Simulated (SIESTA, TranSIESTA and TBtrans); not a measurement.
Run with TranSIESTA and TBtrans (open boundaries, self-consistent; PseudoDojo norm-conserving potentials, scalar-relativistic): Spin polarized, PAO.BasisSize DZP, PAO.EnergyShift 0.15 eV, XC.Authors PBE, Mesh.Cutoff 200 Ry, ElectronicTemperature 300 K, TS.Voltage 0.0 eV, TBT.Elecs.Eta 0.001 eV.

Junction: Pd chain with one bond stretched by 1.0 Å. Leads: straight Pd chain, spacing 2.5 Å. Geometry: as built, not relaxed. Transport runs along z; the first 6 and the last 6 of the 18 atoms are the lead cells, repeated to infinity.

```xyz
18
Lattice="9.000 0.000 0.000 0.000 9.000 0.000 0.000 0.000 46.000" Properties=species:S:1:pos:R:3 pbc="F F T"
Pd     4.500     4.500     0.000
Pd     4.500     4.500     2.500
Pd     4.500     4.500     5.000
Pd     4.500     4.500     7.500
Pd     4.500     4.500    10.000
Pd     4.500     4.500    12.500
Pd     4.500     4.500    15.000
Pd     4.500     4.500    17.500
Pd     4.500     4.500    20.000
Pd     4.500     4.500    23.500
Pd     4.500     4.500    26.000
Pd     4.500     4.500    28.500
Pd     4.500     4.500    31.000
Pd     4.500     4.500    33.500
Pd     4.500     4.500    36.000
Pd     4.500     4.500    38.500
Pd     4.500     4.500    41.000
Pd     4.500     4.500    43.500
```
Starting moments (μB): atom 7 +0.7, atom 8 +0.7, atom 9 +0.7, atom 10 +0.7, atom 11 +0.7, atom 12 +0.7; lead atoms +0.7 (left) and +0.7 (right).

Give the largest eigenchannel transmissions at the Fermi level (four at most) and the total.

Up: 0.64 (total 0.64); down: 0.72, 0.22, 0.22, 0.077 (total 1.24). The magnetic order of the leads was set by the start, and no other order was tried; the separate lead runs end at 0.76 (left) and 0.76 (right) μB an atom. The straight chain is held at its spacing; free chains may zigzag or dimerise.
